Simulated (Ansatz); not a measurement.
**What x(W) = 0.333, 6 atoms, P-62m does to Hf**

The parent structure is Hf in the hcp (Mg type) structure (space group P6_3/mmc, No. 194; a = 3.198 Å, c = 5.047 Å).

The other end (x = 1) is W in the hcp (Mg type) structure (space group P6_3/mmc, No. 194; a model cell, its experimental status unchecked): 16.30 Å³/atom, gap zero; this end may not be an ambient phase.

One thing is altered: W replaces 33.3 % of the Hf, ordered in a cell of 6 atoms (starting symmetry P-62m) and fully relaxed.

The values are results of Kohn–Sham DFT with the r2SCAN functional, run in Ansatz (a quantum-chemistry and plane-wave program) with PAW and 500 eV plane waves, scalar-relativistic without spin-orbit coupling, not measurements. k-mesh 10×10×10 (Γ-centred); smearing 0.05 eV (Fermi–Dirac), for the changed cell.

* **Volume per atom**: 19.75 Å³ (base 22.35 Å³)
* **Shortest interatomic distance**: 2.935 Å (base 3.127 Å)
* **Band gap**: zero (base zero)

Each cell is one ordered arrangement of few atoms, which overstates ordering effects compared with a random alloy. Whether these cells are dynamically stable was not tested. The final runs are not spin-polarised. This is not the structure that W has at room temperature and ambient pressure.
